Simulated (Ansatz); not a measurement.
Consider Ta₂O₅ (space group Pmmm, No. 47; a = 3.670 Å, b = 3.859 Å, c = 6.433 Å; a cell from a computed database, its experimental status unchecked). Axes: x, y, z lie along a, b, c of the conventional cell.

One thing is altered: uniaxial strain ε_zz = +1.25 %, all other strain components held at zero; the atoms relax in the strained cell.

Levels (all Ansatz, a program for electronic structure, PAW): PBEsol (420 eV, no SOC); r2SCAN (500 eV, scalar-relativistic without spin-orbit coupling); HSE06 (420 eV, no SOC).

At the geometry relaxed with PBEsol, these levels gave the following band gaps, in shuffled order: (a) 1.60 eV, (b) 0.34 eV, (c) 0.66 eV.

Task: Match each gap to its level.

Result: (a) HSE06; (b) PBEsol; (c) r2SCAN.

Single points use the geometry relaxed with PBEsol. HSE06 was sampled on its mesh, a few special points and the semilocal edge points, so its gap is an upper bound. Spin-orbit coupling, missing from the scalar runs, can matter with Ta. No phonon test of stability was made.
